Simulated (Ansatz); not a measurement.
The reference is KTaO$_{3}$ in the cubic perovskite structure (space group Pm-3m, No. 221; a = 4.023 Å).

Computed with PBE (Ansatz, a program for electronic structure; PAW; 420 eV plane waves; no spin-orbit coupling), earlier PAW set.

One change was made to it. Results:

| quantity | base | after |
|---|---|---|
| lattice parameter a | 4.023 Å | 3.864 Å |
| band gap | 2.17 eV | 2.44 eV |
| gap character | indirect, R → Γ | indirect, R → Γ |
| smallest direct gap | 2.81 eV | 2.99 eV |

Question: What was done to the base?
A) pressure 75 GPa
B) pressure −1 GPa
C) pressure 15 GPa
D) pressure 30 GPa
E) pressure 100 GPa

Answer: D, pressure 30 GPa. For comparison, the band gap in the other runs: pressure 15 GPa gives 2.33 eV; pressure 75 GPa gives 2.65 eV; pressure 100 GPa gives 2.72 eV; pressure −1 GPa gives 2.16 eV.

With Ta present, leaving out spin-orbit coupling can change the band edges. Load acts through the strain it causes; cell and atoms are relaxed under it. No phonon test of stability was made. No other phases were tried under pressure.
